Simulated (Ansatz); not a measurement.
## KTaO3, response to strain

Start from KTaO₃ in the cubic perovskite structure (space group Pm-3m, No. 221; a = 3.985 Å). Axes: x, y, z lie along the cube axes.

Strains are applied to the cell and any free atomic positions relax; under biaxial strain the out-of-plane vector relaxes too; under stress the whole cell relaxes.

Method: Ansatz (a first-principles code) PBEsol, no SOC.

Candidates:
(a) biaxial strain −0.72 %, plane normal [001], relaxed out of plane
(b) uniaxial strain ε_xx = +5.34 %
(c) biaxial strain −1.77 %, plane normal [111], relaxed out of plane
(d) uniaxial stress, 1 GPa tension along x
(e) strain tensor (xx, yy, zz, yz, xz, xy) = (−0.50, +0.93, +0.99, −0.53, −0.07, +0.28) %

Notes on the quantities. energy relative to the base: free energy F.

Problem. Order them by energy relative to the base, lowest first.

Solution. (d) uniaxial stress, 1 GPa tension along x (+0.1 meV/atom), (a) biaxial strain −0.72 %, plane normal [001], relaxed out of plane (+2.1 meV/atom), (e) strain tensor (xx, yy, zz, yz, xz, xy) = (−0.50, +0.93, +0.99, −0.53, −0.07, +0.28) % (+4.2 meV/atom), (c) biaxial strain −1.77 %, plane normal [111], relaxed out of plane (+9.2 meV/atom), (b) uniaxial strain ε_xx = +5.34 % (+42 meV/atom)

Beyond what the load breaks, stability against distortions was not tested.
